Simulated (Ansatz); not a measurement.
Consider the energy change from cell B to cell A (net 1 Co added, other atoms rearranged, in a slab cell with one atom a plane). Reaction: cell B + Co (hcp) → cell A. The sign is products less reactants.

Cell A: a stack of composition Co2Ir2Pt6 built on Pt (fcc, Fm-3m) (111), with 6 atoms on that crystal's sites, 10 atoms, hexagonal cell of 2.81 Å (6.8 Å²), symmetry P3m1 within 0.02 Å, 19.6 Å thick under 16 Å of vacuum, in-plane vectors held at the crystal's, which may strain the added film; planes from bottom to top: Pt × 6 | Co × 2 | Ir × 2, its two faces unlike (dipole correction applied); spin state with PBE: parallel moments, net moment 3.9 μB a cell, k-point mesh 19×19×1.
```xyz
10
Lattice="2.8085 0.0000 0.0000 1.4043 2.4322 0.0000 0.0000 0.0000 35.9227" Properties=species:S:1:pos:R:3 pbc="T T T"
Pt     0.0000     0.0000     8.0681
Pt     1.4043     0.8107    10.3768
Pt     2.8085     1.6215    12.6556
Pt     0.0000     0.0000    14.9414
Pt     1.4043     0.8107    17.2456
Pt     2.8085     1.6215    19.5859
Co     0.0000     0.0000    21.6562
Co     1.4043     0.8107    23.5055
Ir     2.8085     1.6215    25.5533
Ir     0.0000     0.0000    27.7101
```

Cell B: a stack of composition CoIr2Pt6 built on Pt (fcc, Fm-3m) (111), with 6 atoms on that crystal's sites, 9 atoms, hexagonal cell of 2.81 Å (6.8 Å²), symmetry P3m1 within 0.02 Å, 17.8 Å thick under 16 Å of vacuum, in-plane vectors held at the crystal's, which may strain the added film; planes from bottom to top: Pt × 6 | Co | Ir × 2, its two faces unlike (dipole correction applied); spin state with PBE: net moment 2.0 μB a cell, k-point mesh 19×19×1.
```
CoIr2Pt6
1.0
    2.80850     0.00000     0.00000
    1.40425     2.43224     0.00000
    0.00000     0.00000    33.94913
Pt Co Ir
6 1 2
Direct
  0.00000   0.00000   0.23679
  0.33333   0.33333   0.30479
  0.66667   0.66667   0.37192
  0.00000   0.00000   0.43924
  0.33333   0.33333   0.50716
  0.66667   0.66667   0.57609
  0.00000   0.00000   0.63683
  0.33333   0.33333   0.69622
  0.66667   0.66667   0.75995
```

Reference: Co (hcp, P6₃/mmc), 2 atoms in the cell; spin state with PBE: parallel moments, net moment 3.2 μB a cell, k-point mesh 30×30×16 on the run's own vectors. Conventional cell: a = b = 2.4934 Å, c = 4.0370 Å, α = β = 90.00°, γ = 120.00°.

Plane-wave PAW calculations with Ansatz (a quantum-chemistry and plane-wave program), its PAW set soft_1, cutoff 420 eV. The structures are at rest with PBE, within the held lattices. Neutral cells; Fermi-Dirac smearing of at most 0.10 eV in the solids, energies taken to zero width. A dispersion term (D3(BJ), or D4 for r2SCAN) was computed beside these levels and is taken off wherever the name lacks it. Space groups of crystals are read within 0.01 Å. Static lattices, no vibrational contributions. No structure search was made; lower ones may exist. Spin-orbit coupling is left out. No search over spin orders was made beyond those shown. Values are for these cell sizes. Cell A has symmetry P3m1 within 0.02 Å and got no random move, so less symmetric positions, which may lie lower, weren't tried. Cell B has symmetry P3m1 within 0.02 Å and got no random move, so less symmetric positions, which may lie lower, weren't tried.

Estimate the value that PBE returns for this input.

0.34 eV, for cell B + Co (hcp) → cell A.
